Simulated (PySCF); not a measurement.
PySCF 2.14.0, PBE0/def2-svp: Be(iPr)(SiH3) (C[CH](C)[Be][SiH3]), 15 atoms. The geometry is a generated start, not checked to be a minimum at this level.

| Property | Result |
|---|---|
| task | energy |
| method | pbe0 |
| basis | def2-svp |
| mol.max_memory | 7000 MB |
| mf.init_guess | minao (default) |
| mf.DIIS | CDIIS (default) |
| mf.diis_space | 8 (default) |
| mf.conv_tol | 1e-09 (default) |
| mf.grids.level | 3 (default) |
| basis functions (reference run) | 119 |
| grid points (reference run) | 173336 |

```xyz
15

Be     0.2285     0.4583     0.7680
C     -0.7747    -0.5291    -0.2664
C     -0.1059    -1.8694    -0.6299
C     -1.1226     0.2017    -1.5788
H     -1.7467    -0.8085     0.1667
H     -0.7609    -2.4715    -1.2635
H      0.8237    -1.7087    -1.1749
H      0.1231    -2.4512     0.2630
H     -1.6509     1.1339    -1.3832
H     -1.7602    -0.4214    -2.2103
H     -0.2244     0.4365    -2.1500
Si     1.4712     1.7149     2.0578
H      1.4359     1.3947     3.4953
H      1.1409     3.1515     2.0832
H      2.9231     1.7684     1.8229
```

The reference run uses exact four-centre integrals. Each setting ran once; only counts and results are compared.

Settings tried, all else as in the reference:
- COSX exchange (sgx_fit, pjs) with fitted J, mf.with_df.grids_level_i = 1, mf.with_df.grids_level_f = 3
- density fitting, auxbasis = def2-universal-jfit
- COSX exchange (sgx_fit, pjs) with fitted J, mf.with_df.grids_level_i = 1, mf.with_df.grids_level_f = 2 (default)
- COSX exchange (sgx_fit, pjs) with fitted J, mf.with_df.grids_level_i = 1, mf.with_df.grids_level_f = 1
- COSX exchange (sgx_fit, pjs) with fitted J, mf.with_df.grids_level_i = 1, mf.with_df.grids_level_f = 4
- density fitting of J alone, exact K
- density fitting, auxbasis = autoaux
- density fitting

Task: Which settings reproduce the reference to 1.0 meV/atom in energy?

Result: Within it: density fitting, auxbasis = autoaux; COSX exchange (sgx_fit, pjs) with fitted J, mf.with_df.grids_level_i = 1, mf.with_df.grids_level_f = 1; density fitting; density fitting of J alone, exact K; COSX exchange (sgx_fit, pjs) with fitted J, mf.with_df.grids_level_i = 1, mf.with_df.grids_level_f = 4; COSX exchange (sgx_fit, pjs) with fitted J, mf.with_df.grids_level_i = 1, mf.with_df.grids_level_f = 3; COSX exchange (sgx_fit, pjs) with fitted J, mf.with_df.grids_level_i = 1, mf.with_df.grids_level_f = 2 (default). Outside: density fitting, auxbasis = def2-universal-jfit.

```tsv
setting	energy against the reference
density fitting, auxbasis = autoaux	−0.044 meV/atom
COSX exchange (sgx_fit, pjs) with fitted J, mf.with_df.grids_level_i = 1, mf.with_df.grids_level_f = 1	−0.16 meV/atom
density fitting	−0.19 meV/atom
density fitting of J alone, exact K	−0.28 meV/atom
COSX exchange (sgx_fit, pjs) with fitted J, mf.with_df.grids_level_i = 1, mf.with_df.grids_level_f = 4	−0.28 meV/atom
COSX exchange (sgx_fit, pjs) with fitted J, mf.with_df.grids_level_i = 1, mf.with_df.grids_level_f = 3	−0.28 meV/atom
COSX exchange (sgx_fit, pjs) with fitted J, mf.with_df.grids_level_i = 1, mf.with_df.grids_level_f = 2 (default)	−0.28 meV/atom
density fitting, auxbasis = def2-universal-jfit	+800 meV/atom
```

Total energies are compared; such shifts often cancel in part in energy differences. sgx_fit (COSX, pjs=True) fits J as well, so its difference is the sum of the grid's shift in exchange and the fit's in Coulomb. def2-universal-jfit is made for Coulomb alone and misses functions that exchange needs. Also tried and not ranked: density fitting, auxbasis = def2-universal-jkfit (same energy as a listed run). The tolerance is a choice made for this comparison.
